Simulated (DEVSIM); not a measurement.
Device: Mo/SiO2/p-GaSb capacitor, at 300 K.

Layer 1 from the left is SiO2, thickness (nm) 1.20. Layer 2 from the left is GaSb, thickness (nm) 9100, Na (cm⁻³) 4.3e15.

Metal gate on the left, work function 4.6 eV. Fixed charge at the semiconductor interface -3.2e10 cm⁻² (in units of +e); no interface traps.

Constants are typed, rounded textbook-type inputs, not results; the design itself was drawn at random and stands for no fabricated device. Values at 300 K.

SiO2: gap (eV) 9, affinity (eV) 0.9, permittivity 3.9. GaSb: gap (eV) 0.726, affinity (eV) 4.06, permittivity 15.7, Nc (cm⁻³) 2.1e17, Nv (cm⁻³) 1.8e19.

Model (solved in DEVSIM): 1D Poisson equation in equilibrium, Boltzmann statistics, complete ionisation; no quantum confinement or tunnelling. Metal contacts follow the ideal Schottky-Mott rule: no Fermi-level pinning, no interface dipoles.

Q: What does the simulation give for the minimum of the low-frequency capacitance, the flat-band voltage, the threshold voltage (band bending 2φF)?

A: minimum of the low-frequency capacitance 0.0412 μF/cm²; flat-band voltage 0.03 V; threshold voltage (band bending 2φF) 0.45 V.
